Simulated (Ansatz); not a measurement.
rock-salt TaN (1 1 1) on wurtzite ZnO (1 0 0) (film strained to the substrate, faces as cut)

A periodic stack without vacuum, rock-salt TaN (1 1 1) on wurtzite ZnO (1 0 0) (film strained to the substrate, faces as cut): substrate slab Zn10O10, film N8Ta8, surface cells [[0, 1], [-1, 0]] and [[-1, 2], [-1, 0]], film strained by -2.1 and +5.0 %, faces OZn/OZn and N/Ta as cut (like faces can put a slab off its formula).

The start was prepared with a machine-learned potential, and the result is one local minimum, with the in-plane cell held and forces under 0.04 eV/Å; the film can end far from its bulk form.

These are PBE (plane waves to 420 eV, PAW; Ansatz, a quantum-chemistry and plane-wave program) values and carry that method's errors. Spin–orbit coupling is left out; the runs are not spin-polarised; PBE gaps are too small against experiment. Its k-point mesh 6×9×1, Fermi–Dirac width 0.05 eV.

| Quantity | Result |
|---|---|
| interface area | 17.4 Å² |
| period | 25.47 Å |
| gaps between the outermost planes at the two interfaces | 1.69 and 1.78 Å |
| Ta–Zn contacts across the interfaces within 1.22 times the sum of covalent radii | 10, mean 3.21 Å |
| O–Ta contacts across the interfaces within 1.22 times the sum of covalent radii | 2, mean 1.95 Å |
| N–Zn contacts across the interfaces within 1.22 times the sum of covalent radii | 1, mean 2.07 Å |

```xyz
36
Lattice="5.2944 0.0031 0.0142 -0.0002 3.2784 -0.1215 2.7057 -0.7065 25.5254" Properties=species:S:1:pos:R:3 pbc="T T T"
Zn     2.0890     1.1503     2.0627
Zn     4.4291     2.7480     0.8091
O      4.0773     1.1496     2.0474
O      1.5060     2.7516     0.9738
Zn     2.0658     2.8987     4.8266
Zn     4.7083     1.2243     3.9199
O      4.0689     2.8987     4.8172
O      1.4247     1.2234     3.9151
Zn     2.0563     1.3693     7.7339
Zn     4.7057     2.9733     6.6956
O      4.0623     1.3696     7.7167
O      1.4197     2.9732     6.7261
Zn     2.0777     3.1180    10.5393
Zn     4.7261     1.4435     9.5647
O      4.0769     3.1194    10.4931
O      1.4322     1.4445     9.6751
Zn     1.9085     1.5911    13.6292
Zn     4.8120     3.1934    12.2636
O      4.1653     1.5949    13.3846
O      1.4799     3.1927    12.5416
N      5.2113     0.0491    15.7132
N      2.3438     1.6525    15.6566
N      3.3634     0.0653    18.1723
N      5.9312     1.7975    18.0580
N      6.8344     0.1283    20.6445
N      4.3105     1.9202    20.5859
N      5.0521     0.2593    23.1350
N      7.9738     1.9962    23.0755
Ta     4.2500     1.6721    15.3190
Ta     6.9274     0.0588    17.0804
Ta     7.7725     1.7278    19.3265
Ta     5.0690     0.2727    19.2326
Ta     6.0744     1.8164    21.8904
Ta     3.3634     0.3596    21.8632
Ta     4.2821     1.9507    24.5477
Ta     6.9687     0.3364    24.1154
```
